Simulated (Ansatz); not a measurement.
The parent structure is Ba in the bcc (W type) structure (space group Im-3m, No. 229; a = 4.882 Å). Axes: x, y, z lie along the cube axes.

All numbers come from DFT with PBEsol, PAW potentials and a 420 eV plane-wave cutoff in Ansatz (an electronic-structure program), no SOC, earlier PAW set.

It is then changed as follows: a free-standing slab of 5 layers (5 atoms, 1 a layer) is cut normal to [110], with 15 Å of vacuum and the in-plane cell held at bulk.

Task: What does the calculation give for the excess energy per area of both faces after the change?

Result: The excess energy per area of both faces (slab less bulk energy over the cell's area: twice a surface energy) is 0.74 J/m² (uncertain by up to 0.05 J/m²).

Task: How does this affect the change of the spacing d23 from its bulk value of 3.452 Å?

Result: The change of the spacing d23 from its bulk value of 3.452 Å comes out as +0.1 %.

The excess energy carries the mismatch between the slab's and the bulk's meshes. No phonon test of stability was made.
